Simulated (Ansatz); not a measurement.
The parent structure is ZnO in the wurtzite structure (space group P6_3mc, No. 186; a = 3.187 Å, c = 5.153 Å).

Method: Ansatz (a quantum-chemistry and plane-wave program) LDA, no spin-orbit coupling.

One change was made to it. Results:

```csv
quantity,base,after
"valence-band top at Γ (three highest levels, from the VBM)","0.00, 0.00, -0.11 eV","0.00, 0.00, -0.14 eV"
electron mass,0.15 mₑ (at Γ),0.18 mₑ (at Γ)
band gap,0.80 eV,0.97 eV
lattice parameter a,3.187 Å,3.070 Å
c/a ratio,1.617,1.621
```

**Question.** Which of these changes matches the shifts?
A) pressure 22.5 GPa
B) pressure −1 GPa
C) pressure 4.5 GPa

**Answer.** A, pressure 22.5 GPa. For comparison, the band gap in the other runs: pressure 4.5 GPa gives 0.84 eV; pressure −1 GPa gives 0.79 eV.

Load acts through the strain it causes; cell and atoms are relaxed under it. Masses are band curvatures over ±0.01 Å⁻¹ around the edge. Whether these cells are dynamically stable was not tested. Measured, ZnO leaves this structure (for rock salt) near 9.1 GPa (temperature not stated; as listed in Datta, Sujoy, Jana, Debnarayan, arXiv (2020)), on rising pressure, with hysteresis.
